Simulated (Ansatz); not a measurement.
## HfO2 (Pnma, No. 62, 12 atoms in the cell; start mp-741; a measured phase of this formula has another space group)

Level of theory: r²SCAN in Ansatz (PAW).

Numerical settings: plane-wave cutoff 560 eV, 6×10×6 k mesh (along the axes of the cell as run), Fermi–Dirac smearing 0.01 eV, scalar-relativistic PAW data made under PBE.

Cell (relaxed at this level):

```
CELL_PARAMETERS angstrom
      5.54053     0.00000     0.00000
      0.00000     3.31662     0.00000
      0.00000     0.00000     6.46810
ATOMIC_POSITIONS crystal
  Hf 0.75211 0.25000 0.10897
  Hf 0.24789 0.75000 0.89103
  Hf 0.74789 0.75000 0.60897
  Hf 0.25211 0.25000 0.39103
  O  0.97752 0.75000 0.34041
  O  0.02248 0.25000 0.65959
  O  0.52248 0.25000 0.84041
  O  0.47752 0.75000 0.15959
  O  0.86022 0.75000 0.92433
  O  0.13978 0.25000 0.07567
  O  0.63978 0.25000 0.42433
  O  0.36022 0.75000 0.57567
```

```yaml
band_gap: 3.98 eV
```

Spin–orbit coupling is not included.

Computed values are for the static lattice.

Cost on a shared machine: around 3.0 core-minutes (rough).

A start named mp-… is a Materials Project structure, which need not be a measured phase.

Ansatz is a first-principles code.
